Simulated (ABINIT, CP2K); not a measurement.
A CP2K input for a self-consistent single point of SiO₂ (P4_2/mnm, 6 atoms in the cell) (DFT PBE, GPW, DZVP-MOLOPT-SR-GTH basis, GTH-PBE potentials (GTH_POTENTIALS)):

```
&GLOBAL
  PROJECT run
  RUN_TYPE ENERGY_FORCE
  PRINT_LEVEL LOW
&END GLOBAL
&FORCE_EVAL
  METHOD Quickstep
  STRESS_TENSOR ANALYTICAL
  &DFT
    BASIS_SET_FILE_NAME BASIS_MOLOPT
    POTENTIAL_FILE_NAME GTH_POTENTIALS
    &QS
      METHOD GPW
      EPS_DEFAULT 1E-10
    &END QS
    &MGRID
      CUTOFF 450
      REL_CUTOFF 60
      NGRIDS 4
    &END MGRID
    &SCF
      SCF_GUESS ATOMIC
      EPS_SCF 1E-6
      MAX_SCF 100
      ADDED_MOS 6
      &DIAGONALIZATION
        ALGORITHM STANDARD
      &END DIAGONALIZATION
      &MIXING
        METHOD BROYDEN_MIXING
        ALPHA 0.3
        NBUFFER 8
        BETA 1.5
      &END MIXING
    &END SCF
    &KPOINTS
      SCHEME MONKHORST-PACK 8 8 12
      GAMMA_CENTERED T
    &END KPOINTS
    &XC
      &XC_FUNCTIONAL PBE
      &END XC_FUNCTIONAL
    &END XC
    &PRINT
      &MO
        EIGENVALUES T
        OCCUPATION_NUMBERS T
        NDIGITS 8
        FILENAME mo
        &EACH
          QS_SCF 0
        &END EACH
        ADD_LAST NUMERIC
      &END MO
      &MULLIKEN OFF
      &END MULLIKEN
    &END PRINT
  &END DFT
  &SUBSYS
    &CELL
      A 4.29285800 0.00000000 0.00000000
      B 0.00000000 4.29285800 0.00000000
      C 0.00000000 0.00000000 2.73146800
      PERIODIC XYZ
    &END CELL
    &COORD
      Si       2.14642900     2.14642900     1.36573400
      Si       0.00000000     0.00000000     0.00000000
      O        2.97563745     2.97563745     0.00000000
      O        1.31722055     1.31722055     0.00000000
      O        3.46364955     0.82920845     1.36573400
      O        0.82920845     3.46364955     1.36573400
    &END COORD
    &KIND Si
      BASIS_SET DZVP-MOLOPT-SR-GTH
      POTENTIAL GTH-PBE-q4
    &END KIND
    &KIND O
      BASIS_SET DZVP-MOLOPT-SR-GTH
      POTENTIAL GTH-PBE-q6
    &END KIND
  &END SUBSYS
  &PRINT
    &FORCES ON
    &END FORCES
    &STRESS_TENSOR ON
    &END STRESS_TENSOR
  &END PRINT
&END FORCE_EVAL
```

Problem. Translate this input to ABINIT.

Solution. This is the input that was run; spellings and numerical settings could be chosen otherwise.

```
# SiO2, PseudoDojo nc-sr-05 PBE standard
pp_dirpath "./"
pseudos "Si.upf, O.upf"
acell 8.1123259119 8.1123259119 5.1617264382
rprim
         1.0000000000    0.0000000000    0.0000000000
         0.0000000000    1.0000000000    0.0000000000
         0.0000000000    0.0000000000    1.0000000000
natom 6
ntypat 2
znucl 14 8
typat 1 1 2 2 2 2
xcart
         4.0561629560    4.0561629560    2.5808632191
         0.0000000000    0.0000000000    0.0000000000
         5.6231398291    5.6231398291    0.0000000000
         2.4891860828    2.4891860828    0.0000000000
         6.5453490388    1.5669768731    2.5808632191
         1.5669768731    6.5453490388    2.5808632191
ecut 84 Ry
occopt 1
nband 18
kptopt 1
ngkpt 8 8 12
nshiftk 1
shiftk 0 0 0
nstep 100
toldfe 1.0e-09
prtwf 0
prtden 0
prtvol 1
enunit 1
```

Basis settings and potentials, where a program has them, do not carry over. This input uses DFT, PBE, plane waves, norm-conserving pseudopotentials (PseudoDojo nc-sr-05 PBE standard).

The starting cell comes from a database of computed structures (which also holds hypothetical and non-ambient phases and stackings), without a prior relaxation at this level. Its lattice was rescaled by a random factor within 2.5 % of one.
